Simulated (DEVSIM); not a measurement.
Structure: Schottky contact on n-type CdTe, at 300 K.

Layer 1 from the left is CdTe, thickness (μm) 7.00, Nd (cm⁻³) 1.1e16, τn (s) 3e-9, τp (s) 3e-9.

Left contact: Schottky, work function 5.47 eV, emission velocity 6.6e6 cm/s. Right contact: ohmic. Voltage is applied to the left contact. Recombination: SRH at mid-gap, Auger. Mobility is μmin + (μ − μmin)/(1 + (N/Nref)^α).

This is a model device: material constants are rounded textbook-type values typed into the input, and sizes, dopings and lifetimes were drawn at random. Values at 300 K.

CdTe: gap (eV) 1.5, affinity (eV) 4.28, permittivity 10.2, Nc (cm⁻³) 8e17, Nv (cm⁻³) 1.8e19, μn (cm²/Vs) 1000, μp (cm²/Vs) 80, μn,min 100, μp,min 10, Nref,n 1e17, Nref,p 1e17, αn 0.6, αp 0.6, Cn (cm⁶/s) 1e-30, Cp (cm⁶/s) 1e-30.

Simulated with DEVSIM: 1D drift-diffusion, Boltzmann statistics, complete ionisation; no tunnelling, impact ionisation, image-force lowering or self-heating. Metal contacts follow the ideal Schottky-Mott rule: no Fermi-level pinning, no interface dipoles.

Dark forward current:

```tsv
|V| (V)	|J| (A/cm²)
0.05	8.208e-11
0.10	2.857e-10
0.15	8.277e-10
0.20	2.298e-9
0.25	6.337e-9
0.30	1.771e-8
0.35	5.153e-8
0.40	1.636e-7
0.45	6.074e-7
0.50	2.766e-6
0.55	1.516e-5
0.60	9.345e-5
0.65	0.0006110
0.70	0.004094
0.75	0.02764
0.80	0.1861
0.85	1.225
0.90	7.260
0.95	30.70
1.00	79.99
1.05	147.9
1.10	226.2
1.15	310.6
1.20	398.8
1.25	489.4
1.30	581.9
```

Question: Work out the local ideality factor n = ΔV / (kT/q · ln(J2/J1)) between the rows 0.15 and 0.20 V, 0.70 and 0.75 V, 1.25 and 1.30 V.

Answer: kT/q = 25.85 mV. From 0.15 to 0.20 V: ln(2.298e-9/8.277e-10) = 1.021, n = 1.89, near the 2 of recombination in the depletion region. From 0.70 to 0.75 V: ln(0.02764/0.004094) = 1.910, n = 1.01, near the 1 of diffusion or emission over a barrier. From 1.25 to 1.30 V: ln(581.9/489.4) = 0.173, n = 11.17; the layers' resistance at their doping, Σ W/(qμN) = 0.00049 Ω cm², would take 45 mV of this step of 50 mV.

Question: Estimate the current at 0.70 V for emission alone, J0 = q v N_band exp(−φB/kT), and read the barrier back from the simulated current.

Answer: φB = 1.190 eV, N_band = 8.00e17 cm⁻³, J0 = 8.60e-15 A/cm²; J = J0 (exp(qV/kT) − 1) = 0.00496 A/cm². The simulation gives 0.00409 A/cm²; the estimate lies 21 % above. Read backwards, the simulated current gives an apparent barrier of 1.195 eV. The estimate leaves out transport through the depletion region and minority injection.
